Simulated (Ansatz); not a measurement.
## BeS, response to strain

The parent structure is BeS in the zinc blende structure (space group F-43m, No. 216; a = 4.838 Å). Axes: x, y, z lie along the cube axes.

Strains are applied to the cell and any free atomic positions relax; under biaxial strain the out-of-plane vector relaxes too; under stress the whole cell relaxes.

All numbers come from PBEsol (Ansatz, a first-principles code; PAW; 420 eV plane waves; no spin-orbit coupling).

Notes on the quantities. energy relative to the base: free energy F; pressure: mean of the normal stresses, compression positive.

| variant | energy relative to the base | smallest direct gap | space group | gap character | pressure |
|---|---|---|---|---|---|
| base | 0 meV/atom | 5.54 eV | F-43m (No. 216) | indirect, Γ → X | 0.00 GPa |
| biaxial strain +1.85 %, plane normal [001], relaxed out of plane | +5.0 meV/atom | 5.42 eV | I-4m2 (No. 119) | indirect, Γ → M | -1.99 GPa |
| biaxial strain +0.90 %, plane normal [111], relaxed out of plane | +1.6 meV/atom | 5.43 eV | R3m (No. 160) | indirect, Γ → F | -1.35 GPa |
| isotropic strain +0.73 % | +2.0 meV/atom | 5.50 eV | F-43m (No. 216) | indirect, Γ → X | -2.03 GPa |
| uniaxial strain ε_xx = −3.81 % | +11 meV/atom | 5.40 eV | I-4m2 (No. 119) | indirect, Γ → M | 4.04 GPa |
| uniaxial strain ε_xx = −2.57 % | +4.8 meV/atom | 5.46 eV | I-4m2 (No. 119) | indirect, Γ → M | 2.65 GPa |
| uniaxial stress, 5 GPa tension along x | +8.4 meV/atom | 5.35 eV | I-4m2 (No. 119) | indirect, Γ → X | – |
| tensor shear ε_xy = −3.20 % | +15 meV/atom | 4.82 eV | Imm2 (No. 44) | indirect, Γ → X | 0.21 GPa |
| uniaxial stress, 0.5 GPa tension along x | +0.1 meV/atom | 5.53 eV | I-4m2 (No. 119) | indirect, Γ → X | – |
| tensor shear ε_xy = −0.92 % | +1.2 meV/atom | 5.37 eV | Imm2 (No. 44) | indirect, Γ → X | 0.02 GPa |

Beyond what the load breaks, stability against distortions was not tested. Labels are those of the standard path for the cell's own space group.
